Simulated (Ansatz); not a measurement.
We consider 1T (CdI2-type) PtTe2, described by PBE-D4 (plane waves, PAW; Ansatz, a quantum-chemistry and plane-wave program).

Run with plane-wave cutoff 500 eV, 12×12×8 k mesh (along the axes of the cell as run), Fermi–Dirac smearing 0.05 eV, scalar-relativistic PAW data made under PBE.

Computed at the level's own relaxed cell.

Question: Estimate the equilibrium volume per atom, equilibrium lattice constant a and lattice parameter c that the calculation returns.

Answer: 
- equilibrium volume per atom = 24.15 Å³/atom
- equilibrium lattice constant a = 4.054 Å
- lattice parameter c = 5.092 Å

Measured, for comparison: lattice constant a 4.026 Å, lattice parameter c 5.221 Å (temperature not stated, no zero-point or thermal correction; as tabulated in Pelayo et al. (2023), arXiv:2312.15371). Computed (rounded) less measured: lattice constant a +0.7 %, lattice parameter c -2.5 %.

Spin–orbit coupling is not included.

The computed numbers hold no vibrational or temperature effects.
